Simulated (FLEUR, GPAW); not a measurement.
A GPAW input for a self-consistent single point of LaMg (Pmma, 4 atoms in the cell) (DFT LDA (Perdew-Wang 92), plane waves, GPAW PAW datasets LDA (gpaw-data 1.0.1)):

```python
from ase import Atoms
from ase.units import GPa
from gpaw import GPAW

atoms = Atoms(['La', 'La', 'Mg', 'Mg'],
              cell=[[5.503161, 0.000000, 0.000000],
                    [0.000000, 3.725431, 0.000000],
                    [0.000000, 0.000000, 5.673230]],
              positions=[[4.127371, 0.000000, 4.499439],
                         [1.375790, 0.000000, 1.173791],
                         [1.375790, 1.862715, 3.932910],
                         [4.127371, 1.862715, 1.740320]],
              pbc=True)

calc = GPAW(mode={'name': 'pw', 'ecut': 800},
            xc='LDA',
            kpts={'size': (5, 8, 5), 'gamma': True},
            occupations={'name': 'methfessel-paxton', 'width': 0.05, 'order': 0},
            nbands=-10,
            symmetry={'symmorphic': False, 'tolerance': 0.0005},
            maxiter=120,
            txt='-')

atoms.calc = calc

energy = atoms.get_potential_energy()
print('Energy (eV):', round(energy, 6))
forces = atoms.get_forces()
print('Forces (eV/Ang):')
print(forces.round(5))
stress = atoms.get_stress()
print('Stress (GPa, Voigt):', (stress / GPa).round(4))
```

Question: Translate this input to FLEUR.

Answer: One input that does it (others would too):

Input of the input generator:

```
scf LaMg
&input film=f /
1.0000000000 0.0000000000 0.0000000000
0.0000000000 0.6769620224 0.0000000000
0.0000000000 0.0000000000 1.0309038751
10.3994671097
1.0 1.0 1.0

4
57 0.7500000000 -0.0000000000 0.7931000000
57 0.2500000000 -0.0000000000 0.2069000000
12 0.2500000000 0.5000000000 0.6932400000
12 0.7500000000 0.5000000000 0.3067600000

&comp jspins=1 /
&exco xctyp='pz' /
&kpt div1=5 div2=8 div3=5 gamma=t /
&end /
```

```xml
<?xml version="1.0" encoding="UTF-8" standalone="no"?>
<fleurInput fleurInputVersion="0.39">
   <comment>
      scf LaMg                                                                                            
   </comment>
   <calculationSetup>
      <cutoffs Kmax="3.8" Gmax="15.2" GmaxXC="15.2" numbands="0"/>
      <scfLoop itmax="80" minDistance="0.00001" maxIterBroyd="25" imix="Anderson" alpha="0.05" precondParam="0.0" spinf="2.0"/>
      <coreElectrons ctail="T" frcor="F" kcrel="0" coretail_lmax="0"/>
      <xcFunctional name="pz" relativisticCorrections="F"/>
      <magnetism jspins="1"/>
      <soc l_soc="F" theta="0.0" phi="0.0" spav="F"/>
      <expertModes spex="0" secvar="F"/>
      <geometryOptimization l_f="T" forcealpha="1.0" forcemix="BFGS" epsdisp="0.00001" epsforce="0.00001"/>
      <ldaU l_linMix="F" mixParam="0.05" spinf="1.0"/>
   </calculationSetup>
   <cell>
      <bzIntegration valenceElectrons="42.0" mode="gauss" fermiSmearingEnergy="0.00183747">
         <kPointListSelection listName="default-1"/>
         <!-- k-points included here -->
         <xi:include xmlns:xi="http://www.w3.org/2001/XInclude" href="kpts.xml"> </xi:include>
      </bzIntegration>
      <!-- symmetry operations included here -->
      <xi:include xmlns:xi="http://www.w3.org/2001/XInclude" href="sym.xml"> </xi:include>
      <bulkLattice scale="1.0">
         <bravaisMatrix>
            <row-1>   10.3994671096999998     0.0000000000000000     0.0000000000000000</row-1>
            <row-2>    0.0000000000000000     7.0400442864647950     0.0000000000000000</row-2>
            <row-3>    0.0000000000000000     0.0000000000000000    10.7208509423647254</row-3>
         </bravaisMatrix>
      </bulkLattice>
   </cell>
   <atomSpecies>
      <species name="Lanthanum (La)" element="La" atomicNumber="57">
         <mtSphere radius="2.68" gridPoints="925" logIncrement="0.014"/>
         <atomicCutoffs lmax="10" lnonsphr="8"/>
         <electronConfig flipSpins="F">
            <coreConfig>(1s1/2) (2s1/2) (2p1/2) (2p3/2) (3s1/2) (3p1/2) (3p3/2) (4s1/2) (3d3/2) (3d5/2) (4p1/2) (4p3/2) (4d3/2) (4d5/2)</coreConfig>
            <valenceConfig>(5s1/2) (5p1/2) (5p3/2) (6s1/2) (5d3/2) (5d5/2)</valenceConfig>
            <stateOccupation state="(5d3/2)" spinUp="0.2" spinDown="0.2"/>
            <stateOccupation state="(5d5/2)" spinUp="0.3" spinDown="0.3"/>
         </electronConfig>
         <energyParameters s="6" p="6" d="5" f="4"/>
         <lo type="SCLO" l="0" n="5" eDeriv="0"/>
         <lo type="SCLO" l="1" n="5" eDeriv="0"/>
      </species>
      <species name="Magnesium (Mg)" element="Mg" atomicNumber="12">
         <mtSphere radius="2.68" gridPoints="925" logIncrement="0.013"/>
         <atomicCutoffs lmax="10" lnonsphr="8"/>
         <electronConfig flipSpins="F">
            <coreConfig>(1s1/2)</coreConfig>
            <valenceConfig>(2s1/2) (2p1/2) (2p3/2) (3s1/2)</valenceConfig>
         </electronConfig>
         <energyParameters s="3" p="3" d="3" f="4"/>
         <lo type="SCLO" l="0" n="2" eDeriv="0"/>
         <lo type="SCLO" l="1" n="2" eDeriv="0"/>
      </species>
   </atomSpecies>
   <atomGroups>
      <atomGroup species="Lanthanum (La)">
         <relPos label="                   1">-1.000/4.000 .0000000000 -.2069000000</relPos>
         <relPos label="                   2">1.000/4.000 .0000000000 .2069000000</relPos>
         <force calculate="T" relaxXYZ="TTT"/>
      </atomGroup>
      <atomGroup species="Magnesium (Mg)">
         <relPos label="                   3">1.000/4.000 1.000/2.000 -.3067600000</relPos>
         <relPos label="                   4">-1.000/4.000 1.000/2.000 .3067600000</relPos>
         <force calculate="T" relaxXYZ="TTT"/>
      </atomGroup>
   </atomGroups>
   <output dos="F" band="F" slice="F">
      <checks vchk="F" cdinf="F"/>
      <bandDOS minEnergy="-.5*Htr" maxEnergy="0.5*Htr" sigma="0.015" storeEVData="T"/>
      <vacuumDOS vacdos="F" integ="F" star="F" nstars="0" locx1="0.0" locy1="0.0" locx2="0.0" locy2="0.0" nstm="0" tworkf="0.0"/>
      <unfoldingBand unfoldBand="F" supercellX="1" supercellY="1" supercellZ="1"/>
      <plotting iplot="0" polar="F">
         <plot TwoD="T" vec1="  1.0  0.0  0.0" vec2="  0.0  1.0  0.0" vec3="  0.0  0.0  1.0" zero="  0.0  0.0  0.0" file="plot"/>
      </plotting>
      <chargeDensitySlicing numkpt="0" minEigenval="0.0" maxEigenval="0.0" nnne="0" pallst="F"/>
      <specialOutput eonly="F"/>
      <magneticCircularDichroism mcd="F" energyLo="-10.0" energyUp="0.0"/>
   </output>
  <!-- We include the file relax.xml here to enable relaxations (see documentation) -->
  <xi:include xmlns:xi="http://www.w3.org/2001/XInclude" href="relax.xml"> <xi:fallback/> </xi:include>
</fleurInput>
```

Basis settings and potentials, where a program has them, do not carry over. This input uses DFT, LDA (Perdew-Zunger), all-electron FLAPW (FLEUR), scalar-relativistic valence. LDA parametrisations can differ slightly between programs.

The starting cell comes from a database of computed structures (which also holds hypothetical and non-ambient phases and stackings), without a prior relaxation at this level. For this run, on top of that: lattice scaled by 0.98.
